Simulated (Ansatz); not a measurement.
## AlN: energy against strain

AlN (wurtzite, P6_3mc, 10.211 Å³/atom at rest, c along z) under a strain ε along a direction in the basal plane (axis x), the other axes held. LDA in Ansatz, a plane-wave DFT program (PAW, default set), 420 eV, 12×12×7 Γ-centred mesh, Fermi-Dirac smearing 0.05 eV; ions are relaxed within the symmetry of each cell.

Here s stands for strain and y for E less E0.

| strain (%) | E less E0 (meV/atom) |
|---|---|
| -3.00 | ? |
| -1.20 | 1.85 |
| -0.60 | 0.47 |
| 0.00 | 0.00 |
| 0.60 | 0.46 |
| 1.20 | 1.81 |

### Question
Using a parabola, estimate the missing y at s = -3.00 from the other rows, showing the fit.

### Answer
Least squares gives y = 0.005 - 0.0150·s + 1.2679·s². Residuals (row less fit): 0.001, 0.000, -0.005, 0.008, -0.003; standard error 0.007 (degrees of freedom: 2). Twice the quadratic coefficient over the volume, 2 × 1.2679 meV × 10⁴ × 0.1602 / 10.211 Å³, is the elastic constant C11 = 398 ± 1.6 GPa. At the withheld row, y = 0.005 - 0.0150 × (-3.0) + 1.2679 × (-3.0)² = 11.461 meV/atom. The calculation gives 11.91 meV/atom, 0.449 meV/atom above the prediction (3.8 % of the range of y in the table). The row lies outside the fitted rows, so this is an extrapolation. From the scatter of the fitted rows alone, a prediction at this place has a standard error of 0.044 meV/atom, so the miss is 10.2 times that.

One order more, fitted to all 11 runs of the series, follows each within 0.01, so the miss is the next term of a smooth law. Rows are the converged runs of the series near zero and its far end; series whose fitted rows scatter by over a few per cent of the range, as at a crossing or softening among them, aren't shown in this form. Most that stay on the fit to the last digits aren't either.
